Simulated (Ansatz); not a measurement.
NbSi₂ (model structure, from the CrSi2 type, P6₂22, No. 180): equilibrium volume per atom by level of theory

No measured value is used here.

```
level (code)         value (Å³/atom)
-------------------  ---------------
PBE (Ansatz)                   14.74
PBEsol (Ansatz)                  [?]
PBE-D3(BJ) (Ansatz)            14.21
```

### Question
What belongs in the gaps?

### Answer

- PBEsol (Ansatz, a program for electronic structure), value (Å³/atom): 14.38

Ansatz's density-functional and Hartree–Fock values are scalar-relativistic unless marked +SOC, with PAW data made under PBE.

A model structure was made by putting elements into a prototype or built by hand; it is no filed structure, need not be a known phase, and can be a saddle point held by its symmetry.
